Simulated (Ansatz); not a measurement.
Base system: GaSb in the zinc blende structure (space group F-43m, No. 216; a = 6.049 Å).

Calculations: plane-wave PAW DFT at the LDA level (Ansatz, a program for electronic structure, 420 eV), spin-orbit coupling left out.

Base values:

- Volume per atom: 27.66 Å³

One thing is altered: a hydrostatic pressure of 4.5 GPa.

Task: Predict the new volume per atom.

Result: The volume per atom shrinks by 1.83 Å³ to 25.83 Å³.

Load acts through the strain it causes; cell and atoms are relaxed under it. Stability against distortions was not tested. Tetrahedral semiconductors of this kind turn to denser phases somewhere between about 1 and 50 GPa; those were not computed, so compressed cells here can lie past the real transition.
